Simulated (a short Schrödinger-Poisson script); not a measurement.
# MOS inversion layer, Si3N4 on p-type Si(100)

Structure: MOS inversion layer, Si3N4 on p-type Si(100), at 300 K.

```csv
layer,material,thickness (nm),Na (cm⁻³)
1,Si3N4,4.2,-
2,Si,1300,1.1e17
```

Constants are typed, rounded textbook-type inputs, not results; the design itself was drawn at random and stands for no fabricated device. Si3N4: permittivity 7.5, conduction-band edge (eV) 1.95, gap (eV) 5.1, electron mass (mₑ) 0.5. Si: permittivity 11.7, conduction-band edge (eV) 0, gap (eV) 1.124, Nv at 300 K (cm⁻³) 3.1e19.

Channel valleys (confinement mass, in-plane density-of-states mass, number): Δ2 0.916, 0.19, 2; Δ4 0.19, 0.417, 4. At the gate the conduction-band edge of layer 1 lies 2.53 eV − eVg above the Fermi level of the channel; the field vanishes at the back. Gaps are held at their typed values at every temperature. Mesh 0.03 nm at interfaces.

From a short Schrödinger-Poisson script (our own, NumPy): 1D Poisson equation in equilibrium, electrons quantum, Hartree (BenDaniel-Duke, 12 states a valley, the channel's in-plane mass for all, wave functions free to enter the dielectric), parabolic valleys, classical holes, full ionisation, no traps, pinning or gate leakage.

```csv
Vg (V),electrons (cm⁻²),C (μF/cm²),Δ2 E0 (meV),Δ2 E1 (meV),Δ4 E0 (meV),Δ4 E1 (meV)
0.3,1.30e6,0.116,417.2,451.5,443.4,500.2
0.4,4.12e7,0.109,326.6,362.7,354.0,414.1
0.5,1.34e9,0.109,235.5,273.3,264.1,327.0
0.6,3.79e10,0.265,148.0,187.6,177.8,243.5
0.7,3.35e11,0.787,89.6,132.6,121.8,190.9
0.8,9.03e11,1.04,61.2,108.9,96.7,169.4
0.9,1.58e12,1.14,44.0,96.5,82.8,158.9
1,2.31e12,1.20,31.5,88.7,73.5,152.6
1.1,3.08e12,1.24,21.7,83.2,66.5,148.4
1.2,3.86e12,1.27,13.5,79.1,61.0,145.4
1.3,4.66e12,1.29,6.3,75.9,56.3,143.2
1.4,5.47e12,1.31,-0.1,73.3,52.3,141.4
1.5,6.29e12,1.32,-5.9,71.1,48.8,140.0
1.6,7.12e12,1.34,-11.2,69.3,45.6,138.9
1.7,7.96e12,1.35,-16.2,67.7,42.6,137.9
1.8,8.80e12,1.35,-20.9,66.4,39.9,137.1
1.9,9.65e12,1.36,-25.4,65.2,37.3,136.4
2,1.05e13,1.37,-29.6,64.1,34.9,135.9
2.1,1.14e13,1.37,-33.7,63.2,32.6,135.4
2.2,1.22e13,1.38,-37.6,62.3,30.4,135.0
```

Gate voltages with under 1e6 electrons/cm² are left out.

Subbands count from the Fermi level.
